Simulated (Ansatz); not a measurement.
**Mo: energy against strain**

Mo (bcc, Im-3m, 15.642 Å³/atom at rest, cube axes along x, y and z) under a strain ε along a cube axis (axis z), the other axes held. r2SCAN in Ansatz, a plane-wave DFT program (PAW, default set), 500 eV, 29×29×29 Γ-centred mesh, Fermi-Dirac smearing 0.10 eV; ions are relaxed within the symmetry of each cell.

Here s stands for strain and y for E less E0.

```csv
strain (%),E less E0 (meV/atom)
-3.00,?
-1.50,5.50
-1.00,2.40
-0.50,0.58
0.00,0.00
0.50,0.62
1.00,2.40
1.50,5.32
```

Question: Using a parabola, estimate the missing y at s = -3.00 from the other rows, showing the fit.

Answer: Least squares gives y = -0.002 - 0.0357·s + 2.4048·s². Residuals (row less fit): 0.038, -0.038, -0.037, 0.002, 0.039, 0.033, -0.035; standard error 0.045 (degrees of freedom: 4). Twice the quadratic coefficient over the volume, 2 × 2.4048 meV × 10⁴ × 0.1602 / 15.642 Å³, is the elastic constant C11 = 493 ± 4 GPa. At the withheld row, y = -0.002 - 0.0357 × (-3.0) + 2.4048 × (-3.0)² = 21.748 meV/atom. The calculation gives 22.90 meV/atom, 1.152 meV/atom above the prediction (5.0 % of the range of y in the table). The row lies outside the fitted rows, so this is an extrapolation. From the scatter of the fitted rows alone, a prediction at this place has a standard error of 0.172 meV/atom, so the miss is 6.7 times that.

One order more, fitted to all 13 runs of the series, follows each within 0.01, so the miss is the next term of a smooth law. In a metal these values are sensitive to mesh and smearing; energies are taken to zero smearing, stresses follow the free energy. Rows are the converged runs of the series near zero and its far end; series whose fitted rows scatter by over a few per cent of the range, as at a crossing or softening among them, aren't shown in this form. Most that stay on the fit to the last digits aren't either.
